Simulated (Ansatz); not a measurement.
**YAl₃ (Pm-3m): resistivity and electron-phonon coupling**

Input:

```
Al3Y
1.0
    4.22137     0.00000     0.00000
    0.00000     4.22137     0.00000
    0.00000     0.00000     4.22137
Y Al
1 3
Cartesian
  0.00000   0.00000   0.00000
  0.00000   2.11068   2.11068
  2.11068   0.00000   2.11068
  2.11068   2.11068   0.00000
```

Method: PBEsol, DFPT electron-phonon coupling, linearised Boltzmann equation (plane waves, PAW, scalar-relativistic; Ansatz, a program for electronic structure). How the cell was made: relaxed with this functional, without spin-orbit coupling.

resistivity at 300 K: 8.3 μΩ·cm
resistivity at 77 K: 0.70 μΩ·cm
electron mean free path at 300 K (weighted by the current that each state carries): 18.0 nm
electron-phonon coupling λ: 0.26
transport coupling λ_tr: 0.26
logarithmic mean phonon energy: 24 meV
density of states at the Fermi level: 0.62 states/(eV·spin·cell)
Drude plasma energy: 5.8 eV
Hall coefficient at 300 K: -19.8 ×10⁻¹¹ m³/C

A metal at this level (no band gap). Only scattering by harmonic phonons is included (no impurities, grain boundaries, electron-electron scattering or thermal expansion). Spin-orbit coupling is left out. The self-energy correction of the phonons between q points moved λ by about 3 %. The run warned that the eigensolver left some states short of its tolerance. Halving the electron mesh (20x20x20) moves the resistivity by up to 9 % at 300 K, the mean free path by up to 7 %, the coupling by up to 5 %. Smearing 0.20 eV; phonons on a 3x3x3 q mesh, which this run doesn't test and which matters most at low temperature.

Computed structure with no diffraction record at hand here (it may be known, metastable or hypothetical): YAl3 (Pm-3m).
